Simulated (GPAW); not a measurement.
## Pressure against volume in fluorite-structure CdF2 (space group 225) (GPAW, LDA)

```yaml
crystal:
  lattice:
    - [0.00000, 2.59018, 2.59018]
    - [2.59018, 0.00000, 2.59018]
    - [2.59018, 2.59018, 0.00000]
  atoms:
    - { symbol: Cd, position: [0.00000, 0.00000, 0.00000] }
    - { symbol: F, position: [0.25000, 0.25000, 0.25000] }
    - { symbol: F, position: [0.75000, 0.75000, 0.75000] }
```

Method of the run: LDA (Perdew-Wang 92), GPAW PAW datasets LDA (gpaw-data 1.0.1) (plane waves; GPAW). Settings: mode = pw; ecut = 1040 eV; xc = LDA; kpts = 11 11 11; mesh shift (steps) = 0 0 0; occupations.name = fermi-dirac; occupations.width = 0.01 eV; nbands = -4; convergence.density = 1e-05 e/electron; convergence.bands = -2; symmetry.symmorphic = false; symmetry.tolerance = 0.0005; maxiter = 150. The cell above is the first row's. The rows scale it uniformly. In all rows fractional positions and the k mesh are held.

| V (Å^3/atom) | P (GPa) |
|---|---|
| 11.585 | ? |
| 11.837 | 5.11 |
| 12.089 | 1.99 |
| 12.341 | -0.79 |
| 12.593 | -3.25 |
| 12.844 | -5.43 |
| 13.096 | -7.35 |
| 13.348 | -9.07 |
| 13.600 | -10.58 |

Taking a cubic for P over the 8 complete rows: With u = V - 12.7, the rows have u = -0.8630, -0.6110, -0.3590, -0.1070, 0.1440, 0.3960, 0.6480, 0.9000. Least squares gives P = -4.212 - 8.7331·u + 2.1238·u² - 0.3161·u³. Residuals (row less fit): 0.000, 0.001, -0.002, 0.003, -0.004, 0.007, -0.005, 0.002; standard error 0.005 (degrees of freedom: 4). The fitted pressure is zero at V0 = 12.27, where dP/dV = -10.75, so B0 = -V0·dP/dV = 132 GPa.

Q: Predict the withheld P at V = 11.585 from the fit, and compare with the calculation.

A: u = -1.1150, so P = -4.212 - 8.7331 × (-1.1150) + 2.1238 × (-1.1150)² - 0.3161 × (-1.1150)³ = 8.604 GPa. The calculation gives 8.64 GPa, 0.036 GPa above the prediction (0.2 % of the range of P in the table). The row lies outside the fitted rows, so this is an extrapolation. From the scatter of the fitted rows alone, a prediction at this place has a standard error of 0.013 GPa, so the miss is 2.7 times that.

Carrying the step between the two nearest rows on in a straight line would have given 8.23, off by 0.41; series whose last step already gives the withheld value aren't shown. The scan was laid around a cell of about the measured size, scaled by a guess for this functional. The runs keep the symmetry of the cell, so they don't test it for distortions. Cutoffs and mesh are single choices, not tested for convergence of this quantity. Series with a scatter that would blur these digits, or in which a gap closes, are not shown.
